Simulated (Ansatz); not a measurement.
Where the default PAW files enter, the runs use the earlier of Ansatz's two default sets.

Given:

```xyz
5
Lattice="4.3881 0.0000 0.0000 2.1940 10.1728 0.0690 2.1940 0.4476 3.7737" Properties=species:S:1:pos:R:3 pbc="T T T"
Bi     4.3881     2.3079     2.2775
Bi     4.3881     8.3126     1.5652
Te     6.5821     6.7424     3.0271
Te     2.1940     3.8780     0.8156
Te     0.0000     0.0000     0.0000
```

Space group of this cell: R-3m. The cell was relaxed by PBE-D3(BJ); by r2SCAN its mean pressure is 1.7 GPa.

Transport runs along the normal of the first two printed cell vectors, the (101) plane of the conventional cell.

The gap is the functional's own, uncorrected, and κ follows it; spin-orbit coupling is left out. Mid-gap values are interpolated between the computed energies.

**Question.** Compute, with r2SCAN (Ansatz, an electronic-structure program), the band gap and the smallest decay constant κ at mid-gap.

**Answer.** Gap 0.49 eV on a 8×8×8 mesh; κ = 0.043 1/Å, at the zone centre.
